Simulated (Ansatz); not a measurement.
An Ansatz (a program for electronic structure) run: Ti with a change (uniaxial strain ε_xx = −1.00 %); DFT with PBEsol, PAW potentials and a 420 eV plane-wave cutoff in Ansatz, without spin-orbit coupling.

Input:

Ansatz 0.2 input:
```yaml
crystal:
  lattice:
    - [2.8726189275, 0, 0]
    - [-1.4363094638, 2.5128898653, 0]
    - [0, 0, 4.5929591804]
  atoms:
    - { symbol: Ti, position: [0.6666666667, 0.3333333333, 0.75] }
    - { symbol: Ti, position: [0.3333333333, 0.6666666667, 0.25] }
basis: { ecutwfc: 420, ecutrho_ratio: 4, xc_grid: 2, fft_grid_basis: typed }
kpoints: { mp_grid: { grid: [23, 23, 13] } }
hamiltonian:
  xc: pbesol
  dispersion: none
  pseudopotentials: { kind: paw }
scf: { occupations: { method: fermi_dirac, width: 0.1 }, convergence: { dr2_threshold: 0.0000000002 } }
relax: { f_tol: 0.005, max_steps: 50 }
output: { forces: true, stress: true }
checkpoint: { write: state.ck, write_every: 1000 }
```

Output (explanatory and most iteration lines left out):

```
Relaxation: its limit of steps is 50 (relax.max_steps)
Pseudopotential: Ti, paw, valence charge 12
Crystal: 2 atoms, lattice volume = 33.155 Å³
Basis set: ecut = 420 eV, 627 PW (Γ), exchange–correlation on 40×40×64 points (8 copies of the dense FFT grid, shifted against one another)
Bands: 16, of which v1, the nominal top of the filled ones, is band 12 counted from 1 (11 counted from 0)
Symmetry: 8 space group operations
Space group: Cmcm (ITA 63), of the structure as read, at distance tolerance 3.2e-5 Å
k-points: 1008 of 6877
Functional: x = pbesol(κ = 0.804, μ = 0.12345679012345678), c = pbesol(β = 0.046)
SCF iter   1: F=—  HF=-4947.831242 eV  |F-HF|=—  |Δ(HF+E_count)|=         —  Δρ=7.74e-3  dr2=1.51e-2  ethr=1.77e-3  ⟨swp⟩=3.6  Hψ=65083  notcnv=0
SCF iter   2: F=—  HF=-4947.826816 eV  |F-HF|=—  |Δ(HF+E_count)|=   4.43e-3  Δρ=3.49e-3  dr2=3.19e-3  ethr=6.30e-5  ⟨swp⟩=2.2  Hψ=27236  notcnv=0
SCF 1 converged in 7 iterations: F = -4947.825911 eV  dr2 = 3.89e-12
relax step   1: F+E_penalty+E_count = -4947.82591144 eV  Δ(F+E_penalty+E_count) = +0.000e0 eV  max|allowed force component| = 2.786e-2 eV/Å  Δτ_max = 0.0000 Å  (7 SCF iters, accepted)
Crystal: 2 atoms, lattice volume = 33.155 Å³
SCF iter   1: F=—  HF=-4947.826285 eV  |F-HF|=—  |Δ(HF+E_count)|=         —  Δρ=7.10e-4  dr2=1.12e-4  ethr=4.02e-7  ⟨swp⟩=2.0  Hψ=60831  notcnv=0
SCF iter   2: F=—  HF=-4947.826248 eV  |F-HF|=—  |Δ(HF+E_count)|=   3.66e-5  Δρ=2.63e-4  dr2=6.76e-6  ethr=4.02e-7  ⟨swp⟩=2.0  Hψ=25459  notcnv=0
SCF 2 converged in 6 iterations: F = -4947.826218 eV  dr2 = 3.82e-12
relax step   2: F+E_penalty+E_count = -4947.82621804 eV  Δ(F+E_penalty+E_count) = -3.066e-4 eV  max|allowed force component| = 7.491e-3 eV/Å  Δτ_max = 0.0087 Å  (6 SCF iters, accepted)
Crystal: 2 atoms, lattice volume = 33.155 Å³
SCF iter   1: F=—  HF=-4947.826274 eV  |F-HF|=—  |Δ(HF+E_count)|=         —  Δρ=2.59e-4  dr2=1.49e-5  ethr=6.18e-7  ⟨swp⟩=2.9  Hψ=44679  notcnv=0
SCF iter   2: F=—  HF=-4947.826242 eV  |F-HF|=—  |Δ(HF+E_count)|=   3.27e-5  Δρ=9.63e-5  dr2=9.08e-7  ethr=6.22e-8  ⟨swp⟩=2.1  Hψ=31584  notcnv=0
SCF 3 converged in 6 iterations: F = -4947.826242 eV  dr2 = 3.29e-13
relax step   3: F+E_penalty+E_count = -4947.82624167 eV  Δ(F+E_penalty+E_count) = -2.363e-5 eV  max|allowed force component| = 7.908e-6 eV/Å  Δτ_max = 0.0032 Å  (6 SCF iters, accepted)
SCF converged after 6 iterations
Free energy (F): -4947.826242 eV
Internal energy: -4947.752563 eV  (E = F + TS)
E sigma→0 (E₀):  -4947.789402 eV
Entropy (-TS):   -0.073679 eV (-36.839 meV/atom)
Fermi energy:    13.977256 eV
--- Forces (eV/Å), atoms counted from 1 ---
  atom   1  Ti     0.00000000     0.00000791    -0.00000000
  atom   2  Ti     0.00000000    -0.00000791     0.00000000
--- Stress (GPa, compression-positive) ---
        1.725455       0.000000       0.000000
        0.000000       1.040579       0.000000
        0.000000       0.000000       0.832155
  P = ⅓ Tr σ = 1.1994 GPa (11.994 kbar)
--- Relaxed structure (3 steps of the walk, 3 accepted, 0 SCFs on fresh bases) ---
  atoms:
    - { symbol: Ti, position: [0.664315783086575, 0.3286315661731502, 0.7499999999999999] }
    - { symbol: Ti, position: [0.33568421691342476, 0.6713684338268496, 0.25] }
```

Stability against distortions was not tested. All final runs are without spin polarisation. The cell was made from Ti in the hcp (Mg type) structure (space group P6_3/mmc, No. 194) by this change: uniaxial strain ε_xx = −1.00 %.
